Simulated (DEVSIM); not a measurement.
Structure: Schottky contact on n-type GaSb, at 300 K.

Layer 1 from the left is GaSb, thickness (μm) 0.540, Nd (cm⁻³) 1e17, τn (s) 6.7e-8, τp (s) 6.7e-8.

Left contact: Schottky, work function 4.56 eV, emission velocity 2.3e6 cm/s. Right contact: ohmic. Voltage is applied to the left contact. Recombination: SRH at mid-gap. Mobility is constant in doping.

This is a model device: material constants are rounded textbook-type values typed into the input, and sizes, dopings and lifetimes were drawn at random. Values at 300 K.

GaSb: gap (eV) 0.726, affinity (eV) 4.06, permittivity 15.7, Nc (cm⁻³) 2.1e17, Nv (cm⁻³) 1.8e19, μn (cm²/Vs) 5000, μp (cm²/Vs) 850.

DEVSIM, 1D drift-diffusion, Boltzmann statistics, complete ionisation; no tunnelling, impact ionisation, image-force lowering or self-heating. Metal contacts follow the ideal Schottky-Mott rule: no Fermi-level pinning, no interface dipoles.

Dark forward current:

| |V| (V) | |J| (A/cm²) |
|---|---|
| 0.05 | 0.001830 |
| 0.10 | 0.01447 |
| 0.15 | 0.1018 |
| 0.20 | 0.7056 |
| 0.25 | 4.877 |
| 0.30 | 33.67 |
| 0.35 | 231.2 |
| 0.40 | 1541 |
| 0.45 | 8821 |

Q: Work out the local ideality factor n = ΔV / (kT/q · ln(J2/J1)) between the rows 0.15 and 0.20 V, 0.40 and 0.45 V.

A: kT/q = 25.85 mV. From 0.15 to 0.20 V: ln(0.7056/0.1018) = 1.936, n = 1.00, near the 1 of diffusion or emission over a barrier. From 0.40 to 0.45 V: ln(8821/1541) = 1.745, n = 1.11; the layers' resistance at their doping, Σ W/(qμN) = 6.7e-7 Ω cm², would take 4.9 mV of this step of 50 mV.

Q: Estimate the current at 0.25 V for emission alone, J0 = q v N_band exp(−φB/kT), and read the barrier back from the simulated current.

A: φB = 0.500 eV, N_band = 2.10e17 cm⁻³, J0 = 0.000308 A/cm²; J = J0 (exp(qV/kT) − 1) = 4.88 A/cm². The simulation gives 4.88 A/cm², the same within the digits that matter. Read backwards, the simulated current gives an apparent barrier of 0.500 eV. The estimate leaves out transport through the depletion region and minority injection.
